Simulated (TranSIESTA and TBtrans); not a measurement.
Run with TranSIESTA and TBtrans (open boundaries, self-consistent; PseudoDojo norm-conserving potentials, scalar-relativistic): PAO.BasisSize DZP, PAO.EnergyShift 0.15 eV, XC.Authors PBE, Mesh.Cutoff 200 Ry, ElectronicTemperature 300 K, TS.Voltage 0.0 eV, TBT.Elecs.Eta 0.001 eV, no spin polarisation.

System: In chain with one bond stretched by 2.0 Å. Leads: straight In chain, spacing 2.755 Å. Geometry: as built, not relaxed.

Give the largest eigenchannel transmissions at the Fermi level (four at most) and the total.

0.16, 0.075, 0.075; total 0.31. The straight chain is held at its spacing; free chains may zigzag or dimerise. No spin-polarised start was tried, so a magnetic state, if there is one, is missed.
